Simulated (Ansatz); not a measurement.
Take ZnS in the wurtzite structure (space group P6_3mc, No. 186; a = 3.738 Å, c = 6.143 Å) as the base. Axes: x lies along a and z along c of the hexagonal cell.

Structures relaxed with LDA (Ansatz, a first-principles code), spin-orbit coupling left out.

Base:

Simulated powder pattern, Cu Kα1, λ = 1.54056 Å (kinematic, ideal powder, no thermal factors, no anomalous dispersion; the 10 strongest lines at most, above 2 %, up to 2θ = 90°):

```tsv
2θ (°)	I/Imax (%)	hkl
27.53	90	(100)
29.05	58	(002)
31.20	100	(101)
40.45	34	(102)
48.67	69	(110)
52.86	70	(103)
57.69	46	(112)
58.96	16	(201)
74.69	24	(203)
84.23	17	(105)
```

After one change:

Simulated powder pattern, Cu Kα1, λ = 1.54056 Å (kinematic, ideal powder, no thermal factors, no anomalous dispersion; the 10 strongest lines at most, above 2 %, up to 2θ = 90°):

```json
[
 {"2θ (°)": "27.53", "I/Imax (%)": "43"},
 {"2θ (°)": "28.05", "I/Imax (%)": "90"},
 {"2θ (°)": "29.05", "I/Imax (%)": "86"},
 {"2θ (°)": "31.20", "I/Imax (%)": "52"},
 {"2θ (°)": "31.67", "I/Imax (%)": "100"},
 {"2θ (°)": "40.82", "I/Imax (%)": "34"},
 {"2θ (°)": "49.00", "I/Imax (%)": "69"},
 {"2θ (°)": "52.86", "I/Imax (%)": "37"},
 {"2θ (°)": "53.16", "I/Imax (%)": "71"},
 {"2θ (°)": "57.97", "I/Imax (%)": "54"}
]
```

Task: Name the change that was made.
(A) uniaxial strain ε_xx = −1.80 %
(B) uniaxial strain ε_xx = −2.40 %
(C) uniaxial strain ε_xx = −3.00 %
(D) uniaxial strain ε_xx = −1.20 %

Result: B, uniaxial strain ε_xx = −2.40 %. Its volume per atom is 18.14 Å³ against 18.59 Å³, and its space group is Cmc2_1 (No. 36).

Whether these cells are dynamically stable was not tested.
